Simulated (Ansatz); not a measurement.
The decay constant κ of evanescent states in the gap governs leakage through a thin film.

Data:

```
CSi
1.0
    3.13498     0.00000     0.00000
    0.00000     5.14616     0.00000
    1.56749     0.00000     2.71497
Si C
2 2
Direct
  0.33333   0.50040   0.33333
  0.66667   0.00040   0.66667
  0.33333   0.12460   0.33333
  0.66667   0.62460   0.66667
```

The cell is strained (all lengths scaled by 1.02); by r2SCAN it stands under a pressure of -11.7 GPa.

Transport runs along the normal of the first two printed cell vectors, the (100) plane of the conventional cell.

The gap is the functional's own. No spin-orbit coupling. Mid-gap values are those at the computed energy nearest the middle.

**Question.** Estimate the band gap and the smallest decay constant κ at mid-gap that r2SCAN in Ansatz (an electronic-structure program) returns for this system.

**Answer.** Gap 2.73 eV on a 12×6×12 mesh; κ = 0.251 1/Å, at (0.500, 0.000) of the in-plane reciprocal vectors. At the zone centre the slowest state has κ = 0.27 1/Å.
